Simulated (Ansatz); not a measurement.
System: Zr-vacancy pair (Zr on one host Ru site, one Ru site vacant) in hcp Ru (neutral cell). Computed with PBE, PAW (plane waves to 420 eV; Ansatz, an electronic-structure program).

Settings: 36 host sites, the relaxed PBE lattice, a 2×2×2 k-point mesh shifted by half a step along c, smearing 0.10 eV, spin-restricted, no image-charge correction. Static, classical nuclei. Forms of the defect that were not tried may lie lower.

Barriers: single points on a 4×4×4 k-point mesh shifted by half a step along c at the bands' geometries (they differ from the bands' own by up to 0.16 eV, and are uncertain by about as much).

The step: Zr and the vacancy change places (Zr-vacancy distance between ideal sites 2.66 Å throughout). Atoms about the jump, Cartesian Å from the middle of the jump, before and after:

```
atom     x0     y0     z0     x1     y1     z1
----  -----  -----  -----  -----  -----  -----
Zr1    0.57   0.33  -0.86  -0.57  -0.33   0.86
Ru2   -0.72  -2.02  -1.10  -0.72  -2.06  -1.16
Ru3    2.14  -0.41   1.16   2.11  -0.39   1.10
Ru4   -2.11   0.39  -1.10  -2.14   0.41  -1.16
Ru5    0.72   2.06   1.16   0.72   2.02   1.10
Ru6    2.05  -2.00  -1.09   2.03  -1.97  -1.07
Ru7    0.69  -2.74   1.07   0.71  -2.77   1.09
Ru8   -0.71   2.77  -1.09  -0.69   2.74  -1.07
Ru9   -2.03   1.97   1.07  -2.05   2.00   1.09
Ru10   0.67   0.39   3.23   0.70   0.40   3.27
Ru11  -0.70  -0.40  -3.27  -0.67  -0.39  -3.23
Ru12  -2.04  -2.74   1.08  -2.05  -2.75   1.08
Ru13   3.41   0.40  -1.08   3.39   0.40  -1.08
Ru14  -3.39  -0.40   1.08  -3.41  -0.40   1.08
Ru15   2.05   2.75  -1.08   2.04   2.74  -1.08
```

Question: Where do these atoms stand at the saddle point, and how high is it?

Answer: 
```tsv
atom	x	y	z
Zr1	0.00	0.00	-0.01
Ru2	-0.74	-2.11	-1.19
Ru3	2.20	-0.42	1.16
Ru4	-2.20	0.42	-1.18
Ru5	0.73	2.11	1.16
Ru6	2.03	-1.99	-1.10
Ru7	0.71	-2.76	1.08
Ru8	-0.71	2.76	-1.10
Ru9	-2.03	1.99	1.08
Ru10	0.68	0.39	3.21
Ru11	-0.68	-0.39	-3.23
Ru12	-2.01	-2.72	1.06
Ru13	3.36	0.39	-1.08
Ru14	-3.36	-0.39	1.06
Ru15	2.01	2.71	-1.08
```
It lies 0.36 eV above the start and 0.36 eV above the end. The saddle point's order was not checked, and it lies on a symmetry element of the cell, where a band can be held.
